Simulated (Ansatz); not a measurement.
Results of PBEsol (plane waves, PAW; Ansatz, an electronic-structure program) for cubic perovskite SrVO₃.

Numerical settings: plane-wave cutoff 520 eV, 12×12×12 k mesh, Fermi–Dirac smearing 0.1 eV, perturbation theory, force constants from a 4×4×4 q mesh, no spin polarisation, scalar-relativistic PAW data made under PBE.

Computed at the level's own relaxed cell.

Harmonic phonon frequencies (cm⁻¹; i marks an imaginary mode):

```csv
q point,frequencies
Γ,0 0 0 161 161 161 338 338 338 357 357 357 572 572 572
R,122 122 122 146 146 146 399 399 399 470 470 470 583 583 759
```

No imaginary mode appears at these points.
